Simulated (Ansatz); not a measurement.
```xyz
4
Lattice="3.7822 0.0000 0.0000 0.0000 6.2077 0.0000 0.0000 0.0000 16.0918" Properties=species:S:1:pos:R:3 pbc="T T T"
Zn     1.8911     0.1387     8.1934
S      1.8911     2.1879     7.3069
Zn     3.7822     3.2425     7.8984
S      3.7822     5.2918     8.7849
```

No spin polarisation.

Method: PBEsol in Ansatz (plane waves to 420 eV, PAW, without spin-orbit coupling). Γ-centred 9×6×1 mesh, Fermi–Dirac width 0.05 eV. The cell is a slab with vacuum along z.

Task: What band gap does the calculation give?

Result: 2.78 eV.

Task: What is the computed layer's space group (with vacuum)?

Result: Pmn2_1 (No. 31).

Task: Estimate the gap character.

Result: Direct at Γ.

Task: What is the computed valence-band top at Γ (three highest levels, from the VBM)?

Result: 0.00, -0.62, -1.55 eV.

Stability against distortions was not tested. The cell was made from ZnS in the wurtzite structure (space group P6_3mc, No. 186) by this change: a free-standing slab of 1 layer (4 atoms, 4 a layer) is cut normal to the y axis, with 15 Å of vacuum and the in-plane cell held at bulk.

Ansatz is a quantum-chemistry and plane-wave program.
